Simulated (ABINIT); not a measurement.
Band structure of K (Im-3m, 1 atom in the cell).

```xyz
1
Lattice="-2.6400 2.6400 2.6400 2.6400 -2.6400 2.6400 2.6400 2.6400 -2.6400" Properties=species:S:1:pos:R:3 pbc="T T T"
K      0.0000     0.0000     0.0000
```

Method of the run: PBE, PAW (JTH v2.0 PBE PAW) (plane waves; ABINIT 10.0.3).

Settings: pseudos = [K.GGA_PBE-JTH.xml]; ecut = 571 eV; pawecutdg = 1143 eV; pawxcdev = 0; ixc = 11; occopt = 7; tsmear = 0.00499791 Ha; ngkpt = 9 9 9; nshiftk = 1; shiftk = 0 0 0; potentials = JTH v2.0 PBE PAW; kptopt = 1; nstep = 50.

The starting cell has typed, rounded lattice constants, without a prior relaxation at this level.

Levels in eV from the Fermi level, bands 1 to 8:
```tsv
point	1	2	3	4	5	6	7	8
Γ	-32.14	-15.59	-15.59	-15.59	-2.17	4.27	4.27	4.27
H	-32.14	-15.64	-15.64	-15.64	1.66	1.66	3.46	3.46
N	-32.14	-15.66	-15.61	-15.59	0.43	0.67	3.15	4.84
P	-32.14	-15.62	-15.62	-15.62	1.46	1.46	1.46	3.04
```

Bands cross the Fermi level along this path, so the cell is metallic at this level.
